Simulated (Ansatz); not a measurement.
Data:

End structure of Ru on the 1x1 (111) surface of fcc Au (the real clean face reconstructs), one in a 2x2 cell, started at the site 'hollow Au-Au-Au over Au at depth 2.4 Å':

```xyz
17
Lattice="5.8792 0.0000 0.0000 -2.9396 5.0915 0.0000 0.0000 0.0000 26.5000" Properties=species:S:1:pos:R:3 pbc="T T T"
Au     0.0000     1.6972     9.6496
Au    -1.4698     4.2429     9.6496
Au     2.9396     1.6972     9.6496
Au     1.4698     4.2429     9.6496
Au     1.4698     0.8486    12.0651
Au     0.0000     3.3943    12.0651
Au     4.4094     0.8486    12.0651
Au     2.9396     3.3943    12.0651
Au     0.0036    -0.0021    14.4536
Au    -1.4698     2.5499    14.4536
Au     2.9360    -0.0021    14.4536
Au     1.4698     2.5458    14.4380
Au    -0.0476     1.6697    16.8614
Au    -1.4698     4.2429    16.9508
Au     2.9872     1.6697    16.8614
Au     1.4698     4.2979    16.8614
Ru     1.4698     2.5458    18.8082
```

Set-up: 17 atoms, 7.2 Å thick at the start under the adsorbate (thin: gaps and levels are the slab's own); mesh 6x6x1; 0.1 eV smearing; dipole correction on; 8 atoms held, the rest relaxed; start symmetry kept, larger cells not searched; spin-polarised, no spin-orbit, no U, no dispersion correction. At the end it is bonded to 3 Au. In PBE it is, or lies within 0.03 eV of, the lowest of the starts that converged.

A negative adsorption energy means that the adsorbate is more stable on the surface than in its reference.

### Question
Predict the adsorption energy against an atom of hcp Ru from PBE run with Ansatz (a quantum-chemistry and plane-wave program).

### Answer
3.90 eV

### Question
Estimate the work function of the top face that PBE returns for this input.

### Answer
3.67 eV

### Question
Predict the change of the work function from PBE.

### Answer
-1.45 eV

### Question
Give the change of the step from the bottom to the top vacuum level, against the clean slab at the level PBE.

### Answer
-1.46 eV
